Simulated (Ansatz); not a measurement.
## O_C in 6H silicon carbide

Computed with PBE, PAW (plane waves to 420 eV; Ansatz, a program for electronic structure). A supercell of 144 sites (3×2×1 repeats of a cell of 24 atoms) was used; the energies come from a 2×2×1 shifted sampling of its zone. Site at the start: the C(h) site. Finite-size correction: monopole term and site-potential alignment. Dielectric constants: PBE linear response of the host. Host gap at this level: 2.01 eV. A cell of this size leaves errors of a few tenths of an eV. Levels are measured in PBE's own, too narrow, gap. Spin–orbit coupling is left out. Each state is the lowest found from its start.

Formation energies E_f are given with the Fermi level at the valence-band maximum. Chemical conditions: C-rich (Δμ(C) = 0.00 eV, Δμ(O) = -3.97 eV, bounded by alpha cristobalite; only phases computed here count, gases as isolated molecules at 0 K); Si-rich (Δμ(C) = -0.41 eV, Δμ(O) = -4.17 eV, bounded by alpha cristobalite; only phases computed here count, gases as isolated molecules at 0 K). Reference phases: C: graphite, O: O2 molecule in a box.

Charges with a result: +2, +1, 0, −1. Others weren't obtained, and one of them could lie lower, also by skipping a charge.

```json
[
 {"charge": "+2", "moment (μB)": "not spin-polarised", "largest move off a lattice site (Å)": "0.13", "image correction with alignment (eV)": "0.58", "E_f, C-rich (eV)": "0.72", "E_f, Si-rich (eV)": "0.52"},
 {"charge": "+1", "moment (μB)": "1.0", "largest move off a lattice site (Å)": "0.34", "image correction with alignment (eV)": "0.15", "E_f, C-rich (eV)": "2.19", "E_f, Si-rich (eV)": "1.99"},
 {"charge": "0", "moment (μB)": "not spin-polarised", "largest move off a lattice site (Å)": "0.58", "image correction with alignment (eV)": "0.00", "E_f, C-rich (eV)": "4.02", "E_f, Si-rich (eV)": "3.81"},
 {"charge": "−1*", "moment (μB)": "1.0", "largest move off a lattice site (Å)": "0.54", "image correction with alignment (eV)": "–", "E_f, C-rich (eV)": "–", "E_f, Si-rich (eV)": "–"}
]
```

* At this level the carrier isn't localised at the defect: at charge −1 electrons occupy the conduction band. Such a state is shallow or no state of the defect, and this cell gives it no level.

Not the lowest form: the same atoms on another site or from another start ended lower, by 0.21 eV at charge 0. The levels below are those of this configuration alone.

Transition levels above the valence-band maximum: ε(+2/+1) = 1.47 eV; ε(+1/0) = 1.83 eV.

Flagged in the runs: a doubtful potential alignment, a host whose relaxation on this sampling wasn't shown to rest.
